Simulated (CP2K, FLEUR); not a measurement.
A CP2K input for a self-consistent single point of KMgH3 (Pm-3m, 5 atoms in the cell) (DFT LDA (Pade form), GPW, DZVP-MOLOPT-SR-GTH basis, GTH-PADE potentials (GTH_POTENTIALS)):

```
&GLOBAL
  PROJECT scf
  RUN_TYPE ENERGY_FORCE
  PRINT_LEVEL LOW
&END GLOBAL
&FORCE_EVAL
  METHOD Quickstep
  STRESS_TENSOR ANALYTICAL
  &DFT
    BASIS_SET_FILE_NAME BASIS_MOLOPT
    POTENTIAL_FILE_NAME GTH_POTENTIALS
    &QS
      METHOD GPW
      EPS_DEFAULT 1E-10
    &END QS
    &MGRID
      CUTOFF 1000
      REL_CUTOFF 40
      NGRIDS 5
    &END MGRID
    &SCF
      SCF_GUESS ATOMIC
      EPS_SCF 1E-6
      MAX_SCF 100
      ADDED_MOS 5
      &DIAGONALIZATION
        ALGORITHM STANDARD
      &END DIAGONALIZATION
      &MIXING
        METHOD BROYDEN_MIXING
        ALPHA 0.2
        NBUFFER 10
        BETA 1.5
      &END MIXING
    &END SCF
    &KPOINTS
      SCHEME MONKHORST-PACK 4 4 4
      GAMMA_CENTERED T
    &END KPOINTS
    &XC
      &XC_FUNCTIONAL PADE
      &END XC_FUNCTIONAL
    &END XC
    &PRINT
      &MO
        EIGENVALUES T
        OCCUPATION_NUMBERS T
        NDIGITS 8
        FILENAME mo
        &EACH
          QS_SCF 0
        &END EACH
        ADD_LAST NUMERIC
      &END MO
      &MULLIKEN OFF
      &END MULLIKEN
    &END PRINT
  &END DFT
  &SUBSYS
    &CELL
      ABC 3.98810000 3.98810000 3.98810000
      ALPHA_BETA_GAMMA 90.00000000 90.00000000 90.00000000
      PERIODIC XYZ
    &END CELL
    &COORD
      K        0.00000000     0.00000000     0.00000000
      Mg       1.99405000     1.99405000     1.99405000
      H        1.99405000     0.00000000     1.99405000
      H        0.00000000     1.99405000     1.99405000
      H        1.99405000     1.99405000     0.00000000
    &END COORD
    &KIND K
      BASIS_SET DZVP-MOLOPT-SR-GTH
      POTENTIAL GTH-PADE-q9
    &END KIND
    &KIND Mg
      BASIS_SET DZVP-MOLOPT-SR-GTH
      POTENTIAL GTH-PADE-q10
    &END KIND
    &KIND H
      BASIS_SET DZVP-MOLOPT-SR-GTH
      POTENTIAL GTH-PADE-q1
    &END KIND
  &END SUBSYS
  &PRINT
    &FORCES ON
    &END FORCES
    &STRESS_TENSOR ON
    &END STRESS_TENSOR
  &END PRINT
&END FORCE_EVAL
```

**Question.** Write the same calculation as an input for FLEUR.

**Answer.** This is the input that was run; spellings and numerical settings could be chosen otherwise.

Input of the input generator:

```
KMgH3
&input film=f /
1.0000000000 0.0000000000 0.0000000000
0.0000000000 1.0000000000 0.0000000000
0.0000000000 0.0000000000 1.0000000000
7.5364167576
1.0 1.0 1.0

5
19 0.0000000000 0.0000000000 0.0000000000
12 0.5000000000 0.5000000000 0.5000000000
1 0.5000000000 0.0000000000 0.5000000000
1 0.0000000000 0.5000000000 0.5000000000
1 0.5000000000 0.5000000000 0.0000000000

&comp jspins=1 /
&exco xctyp='pz' /
&kpt div1=4 div2=4 div3=4 gamma=t /
&end /
```

```xml
<?xml version="1.0" encoding="UTF-8" standalone="no"?>
<fleurInput fleurInputVersion="0.39">
   <comment>
      KMgH3                                                                                               
   </comment>
   <calculationSetup>
      <cutoffs Kmax="4.4" Gmax="17.6" GmaxXC="17.6" numbands="0"/>
      <scfLoop itmax="80" minDistance="0.00001" maxIterBroyd="40" imix="Anderson" alpha="0.05" precondParam="0.0" spinf="2.0"/>
      <coreElectrons ctail="T" frcor="F" kcrel="0" coretail_lmax="0"/>
      <xcFunctional name="pz" relativisticCorrections="F"/>
      <magnetism jspins="1"/>
      <soc l_soc="F" theta="0.0" phi="0.0" spav="F"/>
      <expertModes spex="0" secvar="F"/>
      <geometryOptimization l_f="T" forcealpha="1.0" forcemix="BFGS" epsdisp="0.00001" epsforce="0.00001"/>
      <ldaU l_linMix="F" mixParam="0.05" spinf="1.0"/>
   </calculationSetup>
   <cell>
      <bzIntegration valenceElectrons="22.0" mode="hist" fermiSmearingEnergy="0.0001">
         <kPointListSelection listName="default-1"/>
         <!-- k-points included here -->
         <xi:include xmlns:xi="http://www.w3.org/2001/XInclude" href="kpts.xml"> </xi:include>
      </bzIntegration>
      <!-- symmetry operations included here -->
      <xi:include xmlns:xi="http://www.w3.org/2001/XInclude" href="sym.xml"> </xi:include>
      <bulkLattice scale="1.0">
         <bravaisMatrix>
            <row-1>    7.5364167575999996     0.0000000000000000     0.0000000000000000</row-1>
            <row-2>    0.0000000000000000     7.5364167575999996     0.0000000000000000</row-2>
            <row-3>    0.0000000000000000     0.0000000000000000     7.5364167575999996</row-3>
         </bravaisMatrix>
      </bulkLattice>
   </cell>
   <atomSpecies>
      <species name="Potassium (K)" element="K" atomicNumber="19">
         <mtSphere radius="2.63" gridPoints="925" logIncrement="0.013"/>
         <atomicCutoffs lmax="10" lnonsphr="8"/>
         <electronConfig flipSpins="F">
            <coreConfig>(1s1/2) (2s1/2) (2p1/2) (2p3/2)</coreConfig>
            <valenceConfig>(3s1/2) (3p1/2) (3p3/2) (4s1/2)</valenceConfig>
            <stateOccupation state="(4s1/2)" spinUp="0.5" spinDown="0.5"/>
         </electronConfig>
         <energyParameters s="4" p="4" d="3" f="4"/>
         <lo type="SCLO" l="0" n="3" eDeriv="0"/>
         <lo type="SCLO" l="1" n="3" eDeriv="0"/>
      </species>
      <species name="Magnesium (Mg)" element="Mg" atomicNumber="12">
         <mtSphere radius="2.06" gridPoints="727" logIncrement="0.016"/>
         <atomicCutoffs lmax="8" lnonsphr="6"/>
         <electronConfig flipSpins="F">
            <coreConfig>(1s1/2)</coreConfig>
            <valenceConfig>(2s1/2) (2p1/2) (2p3/2) (3s1/2)</valenceConfig>
         </electronConfig>
         <energyParameters s="3" p="3" d="3" f="4"/>
         <lo type="SCLO" l="0" n="2" eDeriv="0"/>
         <lo type="SCLO" l="1" n="2" eDeriv="0"/>
      </species>
      <species name="Hydrogen (H)" element="H" atomicNumber="1">
         <mtSphere radius="1.38" gridPoints="487" logIncrement="0.017"/>
         <atomicCutoffs lmax="6" lnonsphr="4"/>
         <electronConfig flipSpins="F">
            <coreConfig></coreConfig>
            <valenceConfig>(1s1/2)</valenceConfig>
            <stateOccupation state="(1s1/2)" spinUp="0.5" spinDown="0.5"/>
         </electronConfig>
         <energyParameters s="1" p="2" d="3" f="4"/>
      </species>
   </atomSpecies>
   <atomGroups>
      <atomGroup species="Potassium (K)">
         <relPos label="                   1">.0000000000 .0000000000 .0000000000</relPos>
         <force calculate="T" relaxXYZ="TTT"/>
      </atomGroup>
      <atomGroup species="Magnesium (Mg)">
         <relPos label="                   2">1.000/2.000 1.000/2.000 1.000/2.000</relPos>
         <force calculate="T" relaxXYZ="TTT"/>
      </atomGroup>
      <atomGroup species="Hydrogen (H)">
         <relPos label="                   3">1.000/2.000 .0000000000 1.000/2.000</relPos>
         <relPos label="                   4">.0000000000 1.000/2.000 1.000/2.000</relPos>
         <relPos label="                   5">1.000/2.000 1.000/2.000 .0000000000</relPos>
         <force calculate="T" relaxXYZ="TTT"/>
      </atomGroup>
   </atomGroups>
   <output dos="F" band="F" slice="F">
      <checks vchk="F" cdinf="F"/>
      <bandDOS minEnergy="-.5*Htr" maxEnergy="0.5*Htr" sigma="0.015" storeEVData="T"/>
      <vacuumDOS vacdos="F" integ="F" star="F" nstars="0" locx1="0.0" locy1="0.0" locx2="0.0" locy2="0.0" nstm="0" tworkf="0.0"/>
      <unfoldingBand unfoldBand="F" supercellX="1" supercellY="1" supercellZ="1"/>
      <plotting iplot="0" polar="F">
         <plot TwoD="T" vec1="  1.0  0.0  0.0" vec2="  0.0  1.0  0.0" vec3="  0.0  0.0  1.0" zero="  0.0  0.0  0.0" file="plot"/>
      </plotting>
      <chargeDensitySlicing numkpt="0" minEigenval="0.0" maxEigenval="0.0" nnne="0" pallst="F"/>
      <specialOutput eonly="F"/>
      <magneticCircularDichroism mcd="F" energyLo="-10.0" energyUp="0.0"/>
   </output>
  <!-- We include the file relax.xml here to enable relaxations (see documentation) -->
  <xi:include xmlns:xi="http://www.w3.org/2001/XInclude" href="relax.xml"> <xi:fallback/> </xi:include>
</fleurInput>
```

Basis settings and potentials, where a program has them, do not carry over. This input uses DFT, LDA (Perdew-Zunger), all-electron FLAPW (FLEUR), scalar-relativistic valence. LDA parametrisations can differ slightly between programs.

The starting cell comes from a database of computed structures (which also holds hypothetical and non-ambient phases and stackings), without a prior relaxation at this level.
